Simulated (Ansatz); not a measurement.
Take C in the diamond structure (space group Fd-3m, No. 227; a = 3.572 Å) as the base.

Levels (all Ansatz, an electronic-structure program, PAW, earlier PAW set): PBE (420 eV, no spin-orbit coupling); HSE06+SOC (420 eV, noncollinear with spin-orbit coupling).

The geometry is relaxed with PBE.

| Property | Result |
|---|---|
| PBE valence-band top at Γ | 0.00, 0.00, 0.00 eV |
| PBE lowest conduction level above the VBM at special points | X 4.76 eV; Γ 5.58 eV; U 5.67 eV |

**Question.** How does going to HSE06+SOC change the valence-band top at Γ and lowest conduction level above the VBM at special points?

**Answer.** The valence-band top at Γ (three highest Kramers pairs, from the VBM) goes from 0.00, 0.00, 0.00 eV to 0.00, 0.00, -0.01 eV; the lowest conduction level above the VBM at special points goes from X 4.76 eV; Γ 5.58 eV; U 5.67 eV to X 5.90 eV; Γ 6.95 eV; U 6.88 eV. The threefold valence maximum splits by Δso ≈ 14 meV.

Single points use the geometry relaxed with PBE. HSE06 gaps are upper bounds (no full band path). The spin-orbit shifts are approximate. The levels and masses belong to the bands next to the band gap. Whether these cells are dynamically stable was not tested.
